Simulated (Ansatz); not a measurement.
The parent structure is CuI in the zinc blende structure (space group F-43m, No. 216; a = 5.9390 Å). Axes: x, y, z lie along the cube axes.

Method: DFT with PBEsol, PAW potentials and a 420 eV plane-wave cutoff in Ansatz (an electronic-structure program), no SOC, earlier PAW set.

Before the change:

| Quantity | Result |
|---|---|
| Valley order | Γ 1.17 eV; L along ⟨111⟩ 2.11 eV; X along ⟨100⟩ 2.47 eV |

It is then changed as follows: strain tensor (xx, yy, zz, yz, xz, xy) = (+0.26, −2.10, −1.08, −0.78, +0.54, +0.19) %, atoms relaxed at fixed cell.

Problem. Estimate the effect on the largest internal atomic displacement.

Solution. The largest internal atomic displacement is 0.014 Å.

Problem. How does this affect the valley order?

Solution. The valley order (the lowest conduction-band minima on the path, energy above the VBM, named in the base's zone) becomes Γ 1.23 eV; L along [1-1-1] 2.00 eV; L along [111] 2.11 eV; L along [11-1] 2.13 eV (base: Γ 1.17 eV; L along ⟨111⟩ 2.11 eV; X along ⟨100⟩ 2.47 eV).

With I present, leaving out spin-orbit coupling can change the band edges. The levels and masses belong to the bands next to the band gap. Stability against distortions was not tested. All final runs are without spin polarisation.
